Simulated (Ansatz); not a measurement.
Results of LDA (Ansatz, a quantum-chemistry and plane-wave program, plane waves, PAW) for Hf₆O (model structure, P-31m, No. 162, 7 atoms in the cell).

Run with plane-wave cutoff 520 eV, 12×12×12 k mesh, Fermi–Dirac smearing 0.05 eV, scalar-relativistic PAW data made under PBE.

Cell (relaxed at this level):

```xyz
7
Lattice="5.4380 0.0000 0.0000 -2.7190 4.7094 0.0000 0.0000 0.0000 5.0097" Properties=species:S:1:pos:R:3 pbc="T T T"
Hf    -0.9069     1.5709     1.2824
Hf     0.9069     1.5709     3.7273
Hf     1.8121     3.1386     1.2824
Hf    -1.8121     3.1386     3.7273
Hf     1.8139     0.0000     1.2824
Hf     3.6241     0.0000     3.7273
O      0.0000     0.0000     0.0000
```

Problem. Estimate the bulk modulus B0 that the calculation returns.

Solution. 
- bulk modulus B0 = 144 GPa

The run finds no gap.

Note: the bulk modulus is −V dP/dV from two relaxed cells at ±2 % in volume; the relaxation could raise the start's symmetry but not lower it, so the cell can be a saddle point.

Spin–orbit coupling is not included; it can open a gap where bands touch, and shift volumes and moduli.

The computed numbers hold no vibrational or temperature effects.

A model structure was made by putting elements into a prototype or built by hand; it is no filed structure, need not be a known phase, and can be a saddle point held by its symmetry.
